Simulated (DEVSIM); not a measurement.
Device: Schottky contact on n-type ZnO, at 300 K.

Layer 1 from the left is ZnO, thickness (μm) 10.0, Nd (cm⁻³) 5e15, τn (s) 4.6e-10, τp (s) 4.6e-10. Layer 2 from the left is ZnO, thickness (μm) 3.30, Nd (cm⁻³) 5.2e17, τn (s) 4.6e-10, τp (s) 4.6e-10.

Left contact: Schottky, work function 5.76 eV, emission velocity 7.2e6 cm/s. Right contact: ohmic. Voltage is applied to the left contact. Recombination: SRH at mid-gap. Mobility is constant in doping.

The device is made up for the run: typed textbook-type constants, with dimensions and the other settings drawn at random. Values at 300 K.

ZnO: gap (eV) 3.37, affinity (eV) 4.5, permittivity 8.7, Nc (cm⁻³) 3.7e18, Nv (cm⁻³) 1.8e19, μn (cm²/Vs) 200, μp (cm²/Vs) 20.

DEVSIM, 1D drift-diffusion, Boltzmann statistics, complete ionisation; no tunnelling, impact ionisation, image-force lowering or self-heating. Metal contacts follow the ideal Schottky-Mott rule: no Fermi-level pinning, no interface dipoles.

Dark forward current:

```csv
|V| (V),|J| (A/cm²)
0.15,5.216e-13
0.20,3.570e-12
0.25,2.435e-11
0.30,1.659e-10
0.35,1.128e-9
0.40,7.659e-9
0.45,5.191e-8
0.50,3.509e-7
0.55,2.366e-6
0.60,1.590e-5
0.65,0.0001063
0.70,0.0007067
0.75,0.004657
0.80,0.03018
0.85,0.1865
0.90,0.9728
0.95,3.405
1.00,7.714
1.05,13.25
1.10,19.49
1.15,26.15
1.20,33.08
1.25,40.20
1.30,47.46
1.35,54.82
1.40,62.26
```

Q: Work out the local ideality factor n = ΔV / (kT/q · ln(J2/J1)) between the rows 0.15 and 0.20 V, 1.35 and 1.40 V.

A: kT/q = 25.85 mV. From 0.15 to 0.20 V: ln(3.570e-12/5.216e-13) = 1.923, n = 1.01, near the 1 of diffusion or emission over a barrier. From 1.35 to 1.40 V: ln(62.26/54.82) = 0.127, n = 15.20; the layers' resistance at their doping, Σ W/(qμN) = 0.0063 Ω cm², would take 47 mV of this step of 50 mV.

Q: Estimate the current at 0.45 V for emission alone, J0 = q v N_band exp(−φB/kT), and read the barrier back from the simulated current.

A: φB = 1.260 eV, N_band = 3.70e18 cm⁻³, J0 = 2.89e-15 A/cm²; J = J0 (exp(qV/kT) − 1) = 1.05e-7 A/cm². The simulation gives 5.19e-8 A/cm²; the estimate lies 100 % above. Read backwards, the simulated current gives an apparent barrier of 1.278 eV. The estimate leaves out transport through the depletion region and minority injection.
